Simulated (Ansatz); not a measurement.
The starting structures come from a database of crystals and need not be the phases stable at ambient conditions.

Input:

```yaml
crystal:
  lattice:
    - [4.76435, 0.00000, 0.00000]
    - [0.00000, 8.34113, 0.00000]
    - [-2.35773, 0.00000, 6.35958]
  atoms:
    - { symbol: Ti, position: [0.00000, 0.50000, 0.50000] }
    - { symbol: Ti, position: [0.50000, 0.00000, 0.00000] }
    - { symbol: Se, position: [0.30956, 0.64171, 0.17625] }
    - { symbol: Se, position: [0.69044, 0.35829, 0.82375] }
    - { symbol: Se, position: [0.19044, 0.14171, 0.32375] }
    - { symbol: Se, position: [0.80956, 0.85829, 0.67625] }
    - { symbol: O, position: [0.25818, 0.15402, 0.09252] }
    - { symbol: O, position: [0.74182, 0.84598, 0.90748] }
    - { symbol: O, position: [0.24182, 0.65402, 0.40748] }
    - { symbol: O, position: [0.75818, 0.34598, 0.59252] }
    - { symbol: O, position: [0.84956, 0.05202, 0.25059] }
    - { symbol: O, position: [0.15044, 0.94798, 0.74941] }
    - { symbol: O, position: [0.65044, 0.55202, 0.24941] }
    - { symbol: O, position: [0.34956, 0.44798, 0.75059] }
    - { symbol: O, position: [0.91033, 0.66146, 0.67146] }
    - { symbol: O, position: [0.08967, 0.33854, 0.32854] }
    - { symbol: O, position: [0.58967, 0.16146, 0.82854] }
    - { symbol: O, position: [0.41033, 0.83854, 0.17146] }
```

The cell is taken as given; by r2SCAN it stands under a pressure of -0.7 GPa.

Transport runs along the normal of the first two printed cell vectors.

The gap is the functional's own. No spin-orbit coupling. Mid-gap values are those at the computed energy nearest the middle.

Q: Compute, with Ansatz (a program for electronic structure) with r2SCAN, the band gap and the smallest decay constant κ at mid-gap.

A: Gap 2.91 eV on a 8×4×6 mesh; κ = 0.422 1/Å, at (0.500, 0.000) of the in-plane reciprocal vectors. At the zone centre the slowest state has κ = 0.44 1/Å.
